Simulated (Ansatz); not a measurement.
A computed series for CoCl2: response to strain

Start from CoCl2 in the CdI2 type structure (space group P-3m1, No. 164; a = 3.526 Å, c = 5.697 Å; ferromagnetic; a model cell, its experimental status unchecked; layered, stacked along the Cartesian z axis). Axes: x lies along a and z along c of the hexagonal cell.

Strains are applied to the cell and any free atomic positions relax; under biaxial strain the out-of-plane vector relaxes too; under stress the whole cell relaxes.

Computed with r2SCAN+rVV10, PAW, 500 eV (Ansatz, an electronic-structure program; scalar-relativistic without spin-orbit coupling).

Notes on the quantities. pressure: mean of the normal stresses, compression positive.

```json
[
 {"change": "base", "shortest interatomic distance": "242.8 pm", "band gap": "1.50 eV", "smallest direct gap": "1.57 eV", "pressure": "0.00 GPa"},
 {"change": "biaxial strain −4.03 %, plane normal [001], relaxed out of plane", "shortest interatomic distance": "239.5 pm", "band gap": "1.25 eV", "smallest direct gap": "1.47 eV", "pressure": "3.26 GPa"},
 {"change": "biaxial strain −2.45 %, plane normal [001], relaxed out of plane", "shortest interatomic distance": "240.8 pm", "band gap": "1.40 eV", "smallest direct gap": "1.51 eV", "pressure": "1.89 GPa"},
 {"change": "biaxial strain +0.99 %, plane normal [001], relaxed out of plane", "shortest interatomic distance": "243.7 pm", "band gap": "1.53 eV", "smallest direct gap": "1.59 eV", "pressure": "-0.68 GPa"},
 {"change": "biaxial strain +2.32 %, plane normal [001], relaxed out of plane", "shortest interatomic distance": "244.9 pm", "band gap": "1.57 eV", "smallest direct gap": "1.63 eV", "pressure": "-1.54 GPa"},
 {"change": "biaxial strain +4.43 %, plane normal [001], relaxed out of plane", "shortest interatomic distance": "247.0 pm", "band gap": "1.65 eV", "smallest direct gap": "1.69 eV", "pressure": "-2.76 GPa"},
 {"change": "uniaxial strain ε_yy = +0.76 %", "shortest interatomic distance": "242.9 pm", "band gap": "1.51 eV", "smallest direct gap": "1.58 eV", "pressure": "-0.3 GPa"},
 {"change": "uniaxial strain ε_yy = +3.93 %", "shortest interatomic distance": "243.2 pm", "band gap": "1.57 eV", "smallest direct gap": "1.61 eV", "pressure": "-1.5 GPa"},
 {"change": "tensor shear ε_xz = +0.54 %", "shortest interatomic distance": "242.6 pm", "band gap": "1.51 eV", "smallest direct gap": "1.57 eV", "pressure": "0.0 GPa"},
 {"change": "uniaxial stress, 2 GPa tension along x", "shortest interatomic distance": "240.8 pm", "band gap": "1.51 eV", "smallest direct gap": "1.57 eV", "pressure": "–"}
]
```

Stability under load was not tested beyond the relaxation. No Hubbard U is applied and the magnetic state is the run's own (CoCl2 ferromagnetic); other magnetic orders, which need larger cells, were not tried and can change the gap.
